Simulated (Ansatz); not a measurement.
Take MoSi2 (space group I4/mmm, No. 139; a = 3.2168 Å, c = 7.8746 Å; relaxed with 0.1 eV smearing) as the base. Axes: x, y, z lie along a, b, c of the conventional cell.

Computed with PBE/PAW in Ansatz (a program for electronic structure), no spin-orbit coupling.

Strains are applied to the cell and any free atomic positions relax.

One change was made to it. Results:

| quantity | base | after |
|---|---|---|
| energy relative to the base (free energy F) | 0 meV/atom | +8.8 meV/atom |
| shortest interatomic distance | 2.597 Å | 2.551 Å |

Problem. Name the change that was made.
(A) uniaxial strain ε_zz = +1.00 %
(B) uniaxial strain ε_zz = −1.00 %
(C) uniaxial strain ε_zz = −2.00 %

Solution. C, uniaxial strain ε_zz = −2.00 %. For comparison, the energy relative to the base in the other runs: uniaxial strain ε_zz = +1.00 % gives +2.0 meV/atom; uniaxial strain ε_zz = −1.00 % gives +2.1 meV/atom.

No phonon test of stability was made. All final runs are without spin polarisation.
